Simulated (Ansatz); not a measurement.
Base system: SiO2 in the rutile structure (space group P4_2/mnm, No. 136; a = 4.155 Å, c = 2.661 Å). Axes: x, y, z lie along a, b, c of the conventional cell.

Structures relaxed with Kohn–Sham DFT with the LDA functional, run in Ansatz (a first-principles code) with PAW and 420 eV plane waves, no spin-orbit coupling.

Base:

Simulated powder pattern, Cu Kα1, λ = 1.54056 Å (kinematic, ideal powder, no thermal factors, no anomalous dispersion; the 14 strongest lines at most, above 2 %, up to 2θ = 90°):

```csv
2θ (°),I/Imax (%),hkl
30.40,100,(110)
40.21,26,(101)
45.97,41,(111)
48.98,15,(210)
60.74,61,(211)
63.25,21,(220)
70.74,11,(002)
71.78,6.6,(310)
77.65,28,(301)
78.91,11,(112)
81.66,2.4,(311)
```

It is then changed as follows: uniaxial strain ε_xx = +1.20 %, all other strain components held at zero; the atoms relax in the strained cell.

Task: How do the reflections move or split?

Result: 
Simulated powder pattern, Cu Kα1, λ = 1.54056 Å (kinematic, ideal powder, no thermal factors, no anomalous dispersion; the 14 strongest lines at most, above 2 %, up to 2θ = 90°):

```tsv
2θ (°)	I/Imax (%)	hkl
30.22	100	(110)
40.06	12	(101)
40.21	13	(011)
45.84	41	(111)
48.49	8.4	(210)
48.86	7.0	(120)
60.31	30	(211)
60.63	31	(121)
62.83	20	(220)
70.74	11	(002)
70.90	3.3	(310)
76.80	15	(301)
77.65	14	(031)
78.81	11	(112)
```

The indices refer to the base's conventional cell; one index is shown for lines that coincide. The space group is now Pnnm (No. 58).

Stability against distortions was not tested.
